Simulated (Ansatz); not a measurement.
## Effect of biaxial strain +0.75 %, plane normal [001], relaxed out of plane on ZnSnAs2

Take ZnSnAs2 in the chalcopyrite structure (space group I-42d, No. 122; a = 5.8395 Å, c = 11.7375 Å) as the base. Axes: x, y, z lie along a, b, c of the conventional cell.

The change: biaxial strain +0.75 %, plane normal [001], relaxed out of plane (Cartesian); in-plane vectors clamped, the third vector and the atoms free.

The values are results of Ansatz (a quantum-chemistry and plane-wave program), PBEsol, PAW, cutoff 420 eV, no SOC, not measurements. k-mesh 8×8×8 (Γ-centred); smearing 0.05 eV (Fermi–Dirac).

| quantity | base | changed | shift |
|---|---|---|---|
| volume per atom | 25.02 Å³ | 25.20 Å³ | +0.18 Å³ |
| space group | I-42d (No. 122) | I-42d (No. 122) | – |
| energy relative to the base (free energy F) | 0 meV/atom | +0.8 meV/atom | +0.8 meV/atom |
| pressure (mean of the normal stresses, compression positive) | 0.0 GPa | -0.4 GPa | -0.4 GPa |
| band gap (uncertain: the Fermi level lies in a band; the changed cell) | zero | 0.07 eV | – |
| out-of-plane strain (rough) | – | -0.77 % | – |
| mean in-plane stress (compression positive) (rough) | – | -0.6 GPa | – |

Final structure (turned so that z lies along the plane normal):

```
ZnSnAs2
1.0
    5.88328     0.00000     0.00000
    0.00000     5.88328     0.00000
    2.94164    -2.94164     5.82354
Sn As Zn
2 4 2
Direct
  0.50000   0.50000   0.00000
  0.75000   0.75000   0.50000
  0.12500   0.90010   0.25000
  0.90010   0.62500   0.75000
  0.62500   0.34990   0.25000
  0.34990   0.12500   0.75000
  0.00000   0.00000   0.00000
  0.25000   0.25000   0.50000
```

Without a gap, meshes like the base's 8×8×8 leave anisotropic stresses uncertain by several tenths of a GPa, and small strain energies with them. No phonon test of stability was made. All final runs are without spin polarisation. The zero or small gap of ZnSnAs2 can change with the level of theory.
